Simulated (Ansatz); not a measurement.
Cost and result by functional for the adsorption energy of NH2 on the 1x1 (10-10) surface of wurtzite GaN (cut with top plane Ga + N), one in a 2x1 cell, started at the site 'top Ga', in Ansatz (plane waves, PAW). Single points on the PBE structure, on one kind of machine; costs are rough ratios of the slab run's core time (references not counted) to the cheapest single point. r2SCAN's cost holds its higher cutoff (500 against 420 eV). Differences are taken against r2SCAN for comparison alone: no measured value is at hand, so the table doesn't rank accuracy. The points keep PBE's geometry, so the relaxation of a polaron and the settling of charge on one site are left out.

Host crystal: wurtzite GaN, with a band gap (PBE, scalar-relativistic without spin-orbit coupling).

Set-up: 35 atoms, 9.3 Å thick at the start under the adsorbate (thin: gaps and levels are the slab's own); mesh 3x4x1; 0.01 eV smearing; dipole correction on; 16 atoms held, the rest relaxed; start symmetry kept, larger cells not searched; spin-polarised, ending with about 1.0 μB a cell; orders that need a larger cell were not tried, no spin-orbit, no U, no dispersion correction. At the end it is bonded to Ga. In PBE it is, or lies within 0.03 eV of, the lowest of the starts that converged. These notes are the PBE run's. RPBE: The program's check for a lower electronic state was not made. r2SCAN: The program's check for a lower electronic state was not made. Adsorption energies are against NH3(g) − ½ H2(g). A negative adsorption energy means that the adsorbate is more stable on the surface than in its reference.

| functional | relative cost | adsorption energy (eV) | less r2SCAN (eV) |
|---|---|---|---|
| RPBE | 1 | 0.84 | 0.36 |
| r2SCAN | 2 | 0.47 | 0.00 |
| PBE (the relaxed run's value) | – | 0.75 | 0.27 |

The values span 0.36 eV, while the single points' costs differ by a factor of roughly 2. Differences are of unrounded values.

Ansatz is a quantum-chemistry and plane-wave program.
